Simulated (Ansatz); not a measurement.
An Ansatz (a program for electronic structure) run: CdF2 with a change (pressure 4.5 GPa); plane-wave PAW DFT at the PBE level (Ansatz, 420 eV), spin-orbit coupling left out.

Input:

Ansatz 0.2 input:
```yaml
crystal:
  lattice:
    - [0, 2.7213572461, 2.7213572461]
    - [2.7213572461, 0, 2.7213572461]
    - [2.7213572461, 2.7213572461, 0]
  atoms:
    - { symbol: Cd, position: [0, 0, 0] }
    - { symbol: F, position: [0.25, 0.25, 0.25] }
    - { symbol: F, position: [0.75, 0.75, 0.75] }
basis: { ecutwfc: 420, ecutrho_ratio: 4, xc_grid: 2, fft_grid_basis: typed }
kpoints: { mp_grid: { grid: [10, 10, 10] } }
hamiltonian:
  xc: pbe
  dispersion: none
  pseudopotentials: { kind: paw }
scf: { occupations: { method: fermi_dirac, width: 0.05 } }
relax: { f_tol: 0.01, max_steps: 60, cell: { stress_tol: 0.02, p_target: 4.5 } }
output: { forces: true, stress: true }
checkpoint: { write: state.ck, write_every: 1000 }
```

Output (explanatory and most iteration lines left out):

```
Relaxation: its limit of steps is 60 (relax.max_steps)
Pseudopotential: Cd, paw, valence charge 20
Pseudopotential: F, paw, valence charge 7
Crystal: 3 atoms, lattice volume = 40.308 Å³
Basis set: ecut = 420 eV, 749 PW (Γ), exchange–correlation on 54×54×54 points (8 copies of the dense FFT grid, shifted against one another)
Bands: 21, of which v1, the nominal top of the filled ones, is band 17 counted from 1 (16 counted from 0)
Symmetry: 48 space group operations
Space group: Fm-3m (ITA 225), of the structure as read, at distance tolerance 3.4e-5 Å
k-points: 47 of 1000
Functional: x = pbe(κ = 0.804, μ = 0.2195149727645171), c = pbe(β = 0.06672455060314922)
SCF iter   1: F=—  HF=-9872.162467 eV  |F-HF|=—  |Δ(HF+E_count)|=         —  Δρ=4.96e-4  dr2=1.63e-5  ethr=1.77e-3  ⟨swp⟩=5.7  Hψ=3986  notcnv=0
SCF iter   2: F=—  HF=-9872.163491 eV  |F-HF|=—  |Δ(HF+E_count)|=   1.02e-3  Δρ=2.91e-4  dr2=1.31e-5  ethr=4.80e-8  ⟨swp⟩=3.0  Hψ=2647  notcnv=0
SCF 1 converged in 6 iterations: F = -9872.163585 eV  dr2 = 3.31e-8
relax step   1: F+E_penalty+E_count = -9872.16358535 eV  Δ(F+E_penalty+E_count) = +0.000e0 eV  max|allowed force component| = 3.084e-18 eV/Å  Δτ_max = 0.0000 Å  P = +2.095 GPa  Ω = 40.308 Å³  (6 SCF iters, dr2 threshold 1.00e-7 eV, accepted)
[... steps on the carried basis left out ...]
relax step   6: F+E_penalty+E_count = -9872.14574479 eV  Δ(F+E_penalty+E_count) = +1.045e-4 eV  max|allowed force component| = 1.581e-17 eV/Å  Δτ_max = 0.0000 Å  P = +4.492 GPa  Ω = 39.429 Å³  stress off target by 7.77e-3 GPa  SCF on the basis re-selected at this cell (its energy is not comparable with the rows above)  (6 SCF iters)
SCF converged after 6 iterations
Free energy (F): -9872.145745 eV
Internal energy: -9872.145745 eV  (E = F + TS)
E sigma→0 (E₀):  -9872.145745 eV
Fermi energy:    7.953276 eV
--- Forces (eV/Å), atoms counted from 1 ---
  atom   1  Cd    -0.00000000    -0.00000000     0.00000000
  atom   2  F      0.00000000     0.00000000    -0.00000000
  atom   3  F      0.00000000    -0.00000000     0.00000000
--- Stress (GPa, compression-positive) ---
        4.492230      -0.000000      -0.000000
       -0.000000       4.492230       0.000000
       -0.000000       0.000000       4.492230
  P = ⅓ Tr σ = 4.4922 GPa (44.922 kbar)
--- Relaxed structure (4 steps of the walk, 4 accepted, 2 SCFs on fresh bases) ---
  cell:  # Å, volume = 39.4292 Å³
    - [-1.4808424970602808e-34, 2.7014434112086465, 2.7014434112086465]
    - [2.7014434112086465, 1.624149835485469e-34, 2.7014434112086465]
    - [2.7014434112086465, 2.7014434112086465, -3.662298648643706e-35]
  atoms:
    - { symbol: Cd, position: [-1.768385317494746e-35, 4.0831177006996187e-35, 2.0847657956438376e-35] }
    - { symbol: F, position: [0.25, 0.25, 0.25] }
    - { symbol: F, position: [0.75, 0.75, 0.75] }
```

Load acts through the strain it causes; cell and atoms are relaxed under it. No phonon test of stability was made. The cell was made from CdF2 in the fluorite structure (space group Fm-3m, No. 225) by this change: pressure 4.5 GPa.
